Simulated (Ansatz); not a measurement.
Ni_Al+V_N in wurtzite AlN (start: the Al site; N 1.91 Å away, along c; 96-site cell, 2×2×2 shifted sampling). These are PBE, PAW (plane waves to 420 eV; Ansatz, an electronic-structure program) values and carry that method's errors. Total energies of the localised charge states, counted from that of charge +2, and their image corrections (point charge with alignment); the host's valence-band maximum lies at 6.942 eV on the cells' energy zero and its gap is 4.03 eV.

| charge | moment (μB) | E − E(first) (eV) | correction (eV) |
|---|---|---|---|
| +2 | 2.0 | 0.000 | 0.888 |
| +1 | 3.0 | 7.965 | 0.222 |
| 0 | 2.0 | 16.249 | 0.018 |
| −1 | 1.0 | 24.838 | 0.260 |

Derive the transition levels above the valence-band maximum and say which of them are thermodynamic.

A level is the Fermi energy at which two charges have equal formation energy: ε(q/q′) = [E(q′) + corr(q′) − E(q) − corr(q)] / (q − q′) − E_VBM.
ε(+2/+1) = [(7.965 + 0.222) − (0.000 + 0.888)] / 1 − 6.942 = 0.36 eV
ε(+1/0) = [(16.249 + 0.018) − (7.965 + 0.222)] / 1 − 6.942 = 1.14 eV
ε(0/−1) = [(24.838 + 0.260) − (16.249 + 0.018)] / 1 − 6.942 = 1.89 eV
Thermodynamic levels at least 0.1 eV inside the gap: (+2/+1) at 0.36 eV; (+1/0) at 1.14 eV; (0/−1) at 1.89 eV. They hold to tenths of an eV in this cell. Only the charges listed were compared. The geometries come from one start. Flagged in the runs: a host whose relaxation on this sampling wasn't shown to rest.
